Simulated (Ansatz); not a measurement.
## A computed series for MoS2: pressure series

Start from MoS₂ in the 3R-MoS2 type structure (space group R3m, No. 160; a = 3.153 Å, c = 17.991 Å (hexagonal axes); layered, stacked along the Cartesian z axis).

Cell and atoms are relaxed at each pressure.

Method: Ansatz (a quantum-chemistry and plane-wave program) PBE-D3(BJ), no spin-orbit coupling.

```
variant              density  band gap  c/a ratio
----------------  ----------  --------  ---------
base              5.15 g/cm³   0.77 eV      5.706
pressure −2 GPa   4.81 g/cm³   1.06 eV      6.004
pressure −1 GPa   5.02 g/cm³   0.87 eV          …
pressure 3 GPa             …         …          …
pressure 7 GPa    5.66 g/cm³   0.36 eV      5.442
pressure 15 GPa   6.03 g/cm³   0.07 eV      5.344
pressure 30 GPa   6.56 g/cm³      zero      5.273
pressure 50 GPa   7.11 g/cm³      zero      5.261
pressure 75 GPa   7.69 g/cm³      zero      5.296
pressure 100 GPa  8.17 g/cm³      zero      5.346
```

**Question.** What belongs in the blanks?

**Answer.** 
- pressure −1 GPa, c/a ratio: 5.803
- pressure 3 GPa, density: 5.41 g/cm³
- pressure 3 GPa, band gap: 0.55 eV
- pressure 3 GPa, c/a ratio: 5.547

The mesh was chosen for an insulator and is coarse for the gapless case. Load acts through the strain it causes; cell and atoms are relaxed under it. No phonon test of stability was made. No other phases were tried under pressure. The final runs are not spin-polarised. A zero or small gap of MoS2 under pressure 15 GPa, MoS2 under pressure 30 GPa and MoS2 under pressure 50 GPa can be the functional's error rather than a property of the material.
